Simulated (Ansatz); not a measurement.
This Ansatz (a quantum-chemistry and plane-wave program) input is the reference run, YP in the zinc blende structure (space group F-43m, No. 216; a hypothetical phase, not in the database extracts checked), computed with plane-wave PAW DFT at the r2SCAN level (Ansatz, 500 eV), without spin-orbit coupling:

Ansatz 0.2 input:
```yaml
crystal:
  lattice:
    - [0, 3.1444800009, 3.1444800009]
    - [3.1444800009, 0, 3.1444800009]
    - [3.1444800009, 3.1444800009, 0]
  atoms:
    - { symbol: P, position: [0.25, 0.25, 0.25] }
    - { symbol: Y, position: [0, 0, 0] }
basis: { ecutwfc: 500, ecutrho_ratio: 4, xc_grid: 4, fft_grid_basis: typed }
kpoints: { mp_grid: { grid: [9, 9, 9] } }
hamiltonian:
  xc: r2scan
  dispersion: none
  pseudopotentials: { kind: paw }
scf: { occupations: { method: fermi_dirac, width: 0.05 }, convergence: { dr2_threshold: 0.0000000002 } }
output: { forces: true, stress: true }
checkpoint: { write: state.ck, write_every: 1000 }
```

### Question
Write the input for this change: hydrostatic tension (pressure −1 GPa).

### Answer
Ansatz 0.2 input:
```yaml
crystal:
  lattice:
    - [0, 3.1444800009, 3.1444800009]
    - [3.1444800009, 0, 3.1444800009]
    - [3.1444800009, 3.1444800009, 0]
  atoms:
    - { symbol: P, position: [0.25, 0.25, 0.25] }
    - { symbol: Y, position: [0, 0, 0] }
basis: { ecutwfc: 500, ecutrho_ratio: 4, xc_grid: 4, fft_grid_basis: typed }
kpoints: { mp_grid: { grid: [9, 9, 9] } }
hamiltonian:
  xc: r2scan
  dispersion: none
  pseudopotentials: { kind: paw }
scf: { occupations: { method: fermi_dirac, width: 0.05 } }
relax: { f_tol: 0.01, max_steps: 60, cell: { stress_tol: 0.02, p_target: -1.0 } }
output: { forces: true, stress: true }
checkpoint: { write: state.ck, write_every: 1000 }
```
This is the input that was run.

Load acts through the strain it causes; cell and atoms are relaxed under it. Stability against distortions was not tested.
